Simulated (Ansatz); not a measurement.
The starting structures come from a database of crystals and need not be the phases stable at ambient conditions.

Where the default PAW files enter, the runs use the earlier of Ansatz's two default sets.

**Evanescent states of HfS$_{2}$ (P-3m1, CdI2 type, not sure to be the ambient phase, 3 atoms a cell, 21.7 Å³ an atom) along the normal of (001)**

Computed with PBEsol (plane waves, PAW; Ansatz, a program for electronic structure).

The gap is the functional's own. No spin-orbit coupling. Mid-gap values are those at the computed energy nearest the middle.

Energies count from the valence-band top; κ is the least over a 12×12 mesh across the current.

```json
[
 {"E (eV)": "0.03", "κ (1/Å)": "0.040", "where": "Γ"},
 {"E (eV)": "0.09", "κ (1/Å)": "0.069", "where": "Γ"},
 {"E (eV)": "0.15", "κ (1/Å)": "0.088", "where": "Γ"},
 {"E (eV)": "0.21", "κ (1/Å)": "0.103", "where": "Γ"},
 {"E (eV)": "0.27", "κ (1/Å)": "0.115", "where": "Γ"},
 {"E (eV)": "0.33", "κ (1/Å)": "0.126", "where": "Γ"},
 {"E (eV)": "0.39", "κ (1/Å)": "0.135", "where": "Γ"},
 {"E (eV)": "0.45", "κ (1/Å)": "0.144", "where": "Γ"},
 {"E (eV)": "0.51", "κ (1/Å)": "0.151", "where": "Γ"},
 {"E (eV)": "0.57", "κ (1/Å)": "0.158", "where": "Γ"},
 {"E (eV)": "0.63", "κ (1/Å)": "0.164", "where": "Γ"},
 {"E (eV)": "0.69", "κ (1/Å)": "0.139", "where": "off Γ"},
 {"E (eV)": "0.75", "κ (1/Å)": "0.060", "where": "off Γ"}
]
```

Question: How thick must the barrier be to attenuate the transmission by 10^4 when the electrodes' Fermi level lies at 0.75 eV, and what attenuation does that film give at 0.63 eV?

Answer: d = 4 ln 10 / (2 × 0.060) = 76.8 Å. At 0.63 eV it gives 4 × 0.164/0.060 = 10.9 decades.
